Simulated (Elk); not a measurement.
Band structure of Sr₃P₂ (Pm-3m, 5 atoms in the cell).

```
CELL_PARAMETERS angstrom
      5.67000     0.00000     0.00000
      0.00000     5.67000     0.00000
      0.00000     0.00000     5.67000
ATOMIC_POSITIONS crystal
  Sr 0.00000 0.50000 0.50000
  Sr 0.50000 0.00000 0.50000
  Sr 0.50000 0.50000 0.00000
  P  0.00000 0.00000 0.00000
  P  0.50000 0.50000 0.50000
```

Level of theory: PBEsol, all-electron FP-LAPW, Elk's shipped species files, APW+lo basis with extra local orbitals (Elk).

Settings: xctype = 22; rgkmax = 8; swidth = 0.00499791 Ha; ngridk = 6 6 6; gmaxvr = 16 1/bohr; nxlo = 2; lorbcnd = true; lmaxi = 3; maxscl = 100.

The starting cell comes from a database of computed structures (which also holds hypothetical and non-ambient phases and stackings), without a prior relaxation at this level. Values depend on the basis (sphere radii, cutoffs, local orbitals), which need not be converged. The run gives no clean gap (levels at the Fermi energy touch, overlap or are partly filled at this smearing), which alone does not show that the compound is a metal.

Levels in eV from the Fermi level, bands 17 to 24:
```tsv
point	17	18	19	20	21	22	23	24
Γ	-1.29	-0.27	-0.25	-0.25	-0.25	0.66	0.66	0.83
X	-1.39	-1.39	-0.86	-0.86	1.11	1.14	1.66	2.41
M	-1.64	-1.19	-1.19	-0.90	1.85	1.86	1.86	1.94
R	-3.13	-1.14	-1.14	-1.14	1.93	1.93	1.93	2.07
```

Bands cross the Fermi level along this path, so the cell is metallic at this level.
